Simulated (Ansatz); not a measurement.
Reference: ZnO (P6_3mc), PBEsol with spin-orbit coupling, rigid bands (plane waves, PAW; Ansatz, a first-principles code); axes and stresses refer to this cell.

```
ZnO
1.0
    3.22997     0.00000     0.00000
   -1.61498     2.79723     0.00000
    0.00000     0.00000     5.21435
Zn O
2 2
Direct
  0.66667   0.33333   0.50068
  0.33333   0.66667   0.00068
  0.66667   0.33333   0.87963
  0.33333   0.66667   0.37963
```

- hole mass along z = 2.8 mₑ
- band gap = 0.69 eV
- Seebeck coefficient, n-type 1e19 cm⁻³ = -92 μV/K

Change: hydrostatic pressure -2 GPa. What happens to hole mass along z, band gap, Seebeck coefficient, n-type 1e19 cm⁻³?

hole mass along z moves little, to 2.8 mₑ; band gap moves little, to 0.67 eV; Seebeck coefficient, n-type 1e19 cm⁻³ moves little, to -90 μV/K.

Change: hydrostatic pressure 10 GPa. What happens to hole mass along z, band gap, Seebeck coefficient, n-type 1e19 cm⁻³?

hole mass along z moves little, to 2.7 mₑ; band gap grows to 0.77 eV; Seebeck coefficient, n-type 1e19 cm⁻³ goes up in size to -99 μV/K.

Masses are for dilute carriers at 300 K, harmonic means over directions unless an axis is named. Seebeck coefficients are for the stated density at 300 K, with one relaxation time for all states and whether or not that doping can be reached. Stresses and pressures are the targets of the relaxation.  The structure type is held under load, also where the real crystal would transform.
